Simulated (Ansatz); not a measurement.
Reference: LaTl3 (Pm-3m), PBEsol, DFPT electron-phonon coupling, linearised Boltzmann equation (plane waves, PAW, scalar-relativistic; Ansatz, a program for electronic structure); geometry: relaxed with this functional, without spin-orbit coupling.

```xyz
4
Lattice="4.7930 0.0000 0.0000 0.0000 4.7930 0.0000 0.0000 0.0000 4.7930" Properties=species:S:1:pos:R:3 pbc="T T T"
La     0.0000     0.0000     0.0000
Tl     0.0000     2.3965     2.3965
Tl     2.3965     0.0000     2.3965
Tl     2.3965     2.3965     0.0000
```

The resistivity at 300 K is 20 μΩ·cm.

Question: Swap La for Lu, keeping the structure type. How do these values move?

Answer: LuTl₃ (Pm-3m): volume per atom 27.5 to 25.0 Å³; resistivity at 300 K falls (20 μΩ·cm to 15.8 μΩ·cm).

Question: Swap Tl for In, keeping the structure type. How do these values move?

Answer: LaIn3 (Pm-3m): volume per atom 27.5 to 26.1 Å³; resistivity at 300 K falls (20 μΩ·cm to 15.8 μΩ·cm).

Question: Replace Tl by Pb on the same sites and relax. What happens?

Answer: LaPb₃ (Pm-3m): volume per atom 27.5 to 29.1 Å³; resistivity at 300 K falls (20 μΩ·cm to 18.7 μΩ·cm).

Moves up to 6 % count as about the same. Metals; harmonic phonons alone scatter; means over directions. Halving the electron mesh moves these values by up to 5 %; q meshes are mostly untested. Some of the runs warned that the eigensolver left states short of its tolerance. Spin-orbit coupling is left out.

Formula and space group known from diffraction (Crystallography Open Database), not checked to be the room-temperature form: LaPb3 (Pm-3m), LaTl3 (Pm-3m), LuTl3 (Pm-3m). The missing spin-orbit coupling matters most for LaPb3 (Pm-3m), LaTl3 (Pm-3m), LuTl3 (Pm-3m).
